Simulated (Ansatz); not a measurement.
Results of r²SCAN (Ansatz, a first-principles code, PAW) for PrPt2 (Fd-3m, No. 227).

Run with plane-wave cutoff 500 eV, 12×12×12 k mesh, Fermi–Dirac smearing 0.1 eV, spin-polarised start, scalar-relativistic PAW data made under PBE.

Computed at the level's own relaxed cell.

Task: What does this level give for the equilibrium volume per atom and equilibrium lattice constant a?

Result: 
- equilibrium volume per atom: 19.54 Å³/atom
- equilibrium lattice constant a: 7.769 Å

Note: the magnetic order was assumed, not searched for or taken from measurement; the 4f shell is treated without U or exact exchange, so its levels and filling can be wrong.

Spin–orbit coupling is not included.

Static lattice: no zero-point or thermal effects.
